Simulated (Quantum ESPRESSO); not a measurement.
A self-consistent single point of MgCd3 (P-6m2, 4 atoms in the cell) with Quantum ESPRESSO.

Computed with LDA (PZ), GBRV 1.5 ultrasoft (LDA) pseudopotentials (plane waves; Quantum ESPRESSO).

```yaml
crystal:
  lattice:
    - [3.13458, 0.00000, 0.00000]
    - [-1.56729, 2.71463, 0.00000]
    - [0.00000, 0.00000, 10.03841]
  atoms:
    - { symbol: Mg, position: [0.00000, 0.00000, 0.50000] }
    - { symbol: Cd, position: [0.00000, 0.00000, 0.00000] }
    - { symbol: Cd, position: [0.66667, 0.33333, 0.74779] }
    - { symbol: Cd, position: [0.66667, 0.33333, 0.25221] }
```

Reference input (self-consistent single point, DFT, PBEsol, plane waves, GBRV 1.5 ultrasoft (PBESOL) pseudopotentials): ecutwfc = 40 Ry; ecutrho = 200 Ry; occupations = smearing; smearing = gauss; degauss = 0.0036749 Ry; potentials = {Mg: mg_pbesol_v1.4.uspp.F.UPF, Cd: cd_pbesol_v1.uspp.F.UPF}; K_POINTS = automatic 10 10 3 0 0 0; conv_thr = 1e-09 Ry; mixing_beta = 0.7. This run's input differs from it in these lines:

```diff
@@ -25,4 +25,4 @@
 ATOMIC_SPECIES
-Mg    24.3050  mg_pbesol_v1.4.uspp.F.UPF
-Cd   112.4140  cd_pbesol_v1.uspp.F.UPF
+Mg    24.3050  mg_lda_v1.4.uspp.F.UPF
+Cd   112.4140  cd_lda_v1.uspp.F.UPF
 ATOMIC_POSITIONS crystal
```

Log, with long lists cut:

```
     Self-consistent Calculation

     iteration #  1     ecut=    40.00 Ry     beta= 0.70

     negative rho (up, down):  5.778E-02 0.000E+00

     total energy              =    -468.18532162 Ry
     estimated scf accuracy    <       0.92921406 Ry

     iteration #  2     ecut=    40.00 Ry     beta= 0.70

     negative rho (up, down):  5.842E-02 0.000E+00

     total energy              =    -467.54517634 Ry
     estimated scf accuracy    <       6.43378449 Ry

     iteration #  3     ecut=    40.00 Ry     beta= 0.70

     negative rho (up, down):  6.038E-02 0.000E+00

     total energy              =    -468.47033500 Ry
     estimated scf accuracy    <       1.33729956 Ry

   [... 6 blocks of this kind left out ...]

     iteration # 10     ecut=    40.00 Ry     beta= 0.70

     negative rho (up, down):  6.100E-02 0.000E+00

     total energy              =    -468.62765970 Ry
     estimated scf accuracy    <          1.7E-09 Ry

     iteration # 11     ecut=    40.00 Ry     beta= 0.70

     negative rho (up, down):  6.100E-02 0.000E+00
     End of self-consistent calculation

     the Fermi energy is    10.1302 ev

!    total energy              =    -468.62765970 Ry
     estimated scf accuracy    <          1.1E-10 Ry
     smearing contrib. (-TS)   =      -0.00003221 Ry
     internal energy E=F+TS    =    -468.62762748 Ry

     convergence has been achieved in  11 iterations

     negative rho (up, down):  6.100E-02 0.000E+00

     Forces acting on atoms (cartesian axes, Ry/au):

     atom    1 type  1   force =     0.00000000    0.00000000    0.00000000
     atom    2 type  2   force =     0.00000000    0.00000000    0.00000000
     atom    3 type  2   force =    -0.00000000   -0.00000000   -0.00034372
     atom    4 type  2   force =     0.00000000    0.00000000    0.00034372

     Total force =     0.000486     Total SCF correction =     0.000027

     negative rho (up, down):  6.100E-02 0.000E+00
          total   stress  (Ry/bohr**3)                   (kbar)     P=      -35.93
  -0.00025938  -0.00000000   0.00000000          -38.16       -0.00        0.00
  -0.00000000  -0.00025938   0.00000000           -0.00      -38.16        0.00
   0.00000000   0.00000000  -0.00021391            0.00        0.00      -31.47

   JOB DONE.
```

The run converged in 11 iterations. Against the reference run the pressure goes from -1.03 to -3.59 GPa and the largest force goes from 0.036 to 0.009 eV/Å.

The starting cell comes from a database of computed structures (which also holds hypothetical and non-ambient phases and stackings), without a prior relaxation at this level. With a pressure of about -4 GPa the cell is away from its equilibrium volume at this level.

Cost on one core of a shared machine: roughly 40 s.
